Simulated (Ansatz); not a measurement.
Consider Zr in the hcp (Mg type) structure (space group P6_3/mmc, No. 194; a = 3.2308 Å, c = 5.1793 Å; relaxed with 0.1 eV smearing).

The values are results of PBE, PAW, 420 eV (Ansatz, an electronic-structure program; spin-orbit coupling left out), earlier PAW set, not measurements.

For the base:

Pressure: 0.0 GPa
Band gap: zero

Now apply this change: the cell is scaled by 1.0209 in all directions, atoms relaxed at fixed cell.

Q: Predict the new pressure.

A: The pressure (mean of the normal stresses, compression positive) goes from zero to -5.2 GPa.

Q: Estimate the effect on the energy relative to the base.

A: The energy rises by 26 meV/atom.

Q: How does this affect the band gap?

A: The band gap remains zero.

The cells carry an imposed strain or load. Whether these cells are dynamically stable was not tested. The final runs are not spin-polarised.
